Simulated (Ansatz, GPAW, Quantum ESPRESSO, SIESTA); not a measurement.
**ZrZn (Pm-3m, 2 atoms in the cell) computed with different codes at matched settings**

Relaxation of cell and atoms.

```yaml
crystal:
  lattice:
    - [3.26049, 0.00000, 0.00000]
    - [0.00000, 3.26049, 0.00000]
    - [0.00000, 0.00000, 3.26049]
  atoms:
    - { symbol: Zr, position: [0.50000, 0.50000, 0.50000] }
    - { symbol: Zn, position: [0.00000, 0.00000, 0.00000] }
```

Shared settings, as Ansatz (a quantum-chemistry and plane-wave program) writes them: kpoints.mp_grid.grid = 7 7 7; scf.occupations.method = fermi_dirac; scf.occupations.width = 0.0073 Ry. Potentials and cutoffs stand in the table.

```tsv
code	model	final volume (Å³/atom)	cutoff
Quantum ESPRESSO	PBEsol, PseudoDojo standard norm-conserving (PBESOL) pseudopotentials	17.83	85 Ry
GPAW	PBEsol, GPAW PAW datasets PBEsol (made by gpaw-setup)	17.79	850 eV
SIESTA	GGA PBEsol, numerical atomic orbitals DZP, PseudoDojo PBEsol standard norm-conserving potentials (rewritten from UPF to PSML)	17.27	grid 400 Ry
Ansatz	PBEsol, PAW files made with PBE	17.84	default
```

The spread over the programs that give each value: final volume within 0.57 Å³/atom.

SIESTA uses small atom-centred bases, whose incompleteness enters pressures, forces and empty levels differently from a plane-wave cutoff. The programs treat the finite-basis stress differently while the cell relaxes: Ansatz adds an estimate of it.

The starting cell comes from a database of computed structures (which also holds hypothetical and non-ambient phases and stackings), without a prior relaxation at this level. Its lattice was rescaled by a random factor within 2.5 % of one.

Keys are those of Ansatz 0.2.
